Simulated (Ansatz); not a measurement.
Start from CaS in the rock salt structure (space group Fm-3m, No. 225).

```xyz
2
Lattice="0.0000 2.8166 2.8166 2.8166 0.0000 2.8166 2.8166 2.8166 0.0000" Properties=species:S:1:pos:R:3 pbc="T T T"
Ca     0.0000     0.0000     0.0000
S      2.8166     2.8166     2.8166
```

Cartesian axes are those of the cell as printed.

Level of theory: PBEsol/PAW in Ansatz (a program for electronic structure), no SOC.

For the base:

The volume per atom is 22.34 Å³ and the valley order comes out as X along ⟨100⟩ 2.16 eV.

Modification: biaxial strain −1.50 %, plane normal [001], relaxed out of plane (Cartesian); in-plane vectors clamped, the third vector and the atoms free.

Problem. How does this affect the energy relative to the base?

Solution. The energy increases by 5.1 meV/atom.

Problem. Predict the new volume per atom.

Solution. The volume per atom shrinks by 0.556 Å³ (22.34 Å³ → 21.79 Å³).

Problem. Estimate the effect on the valley order.

Solution. The valley order (the lowest conduction-band minima on the path, energy above the VBM, named in the base's zone) changes from X along ⟨100⟩ 2.16 eV to X along [100] 2.08 eV; X along [001] 2.09 eV.

The levels and masses belong to the bands next to the band gap. Stability against distortions was not tested.
